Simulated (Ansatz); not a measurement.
LiNbO2: response to strain

The reference is LiNbO₂ (space group P6_3/mmc, No. 194; a = 2.8921 Å, c = 10.3926 Å). Axes: x lies along a and z along c of the hexagonal cell.

Strains are applied to the cell and any free atomic positions relax; under biaxial strain the out-of-plane vector relaxes too.

Calculations: Ansatz (a first-principles code), PBEsol, PAW, cutoff 420 eV, scalar-relativistic without spin-orbit coupling.

Notes on the quantities. pressure: mean of the normal stresses, compression positive; energy relative to the base: free energy F.

```json
[
 {"change": "base", "band gap": "1.66 eV", "pressure": "0.00 GPa", "energy relative to the base": "0 meV/atom", "hole mass": "2.0 mₑ along c, 0.48 mₑ across (at Γ)", "volume per atom": "9.41 Å³"},
 {"change": "biaxial strain +1.78 %, plane normal [001], relaxed out of plane", "band gap": "1.55 eV", "pressure": "-6.11 GPa", "energy relative to the base": "–", "hole mass": "2.8 mₑ out of plane, 0.42 mₑ in plane (at Γ)", "volume per atom": "9.69 Å³"},
 {"change": "isotropic strain +1.16 %", "band gap": "1.61 eV", "pressure": "-5.58 GPa", "energy relative to the base": "+5.9 meV/atom", "hole mass": "2.1 mₑ along c, 0.47 mₑ across (at Γ)", "volume per atom": "9.74 Å³"},
 {"change": "uniaxial strain ε_yy = −0.34 %", "band gap": "1.65 eV", "pressure": "0.70 GPa", "energy relative to the base": "+0.2 meV/atom", "hole mass": "2.0 mₑ along z, 0.48 mₑ across (at Γ)", "volume per atom": "9.38 Å³"},
 {"change": "uniaxial strain ε_zz = −1.17 %", "band gap": "1.65 eV", "pressure": "1.38 GPa", "energy relative to the base": "+1.1 meV/atom", "hole mass": "2.2 mₑ along z, 0.45 mₑ across (at Γ)", "volume per atom": "9.30 Å³"}
]
```

Masses are band curvatures over ±0.01 Å⁻¹ around the edge. Whether these cells are dynamically stable was not tested.
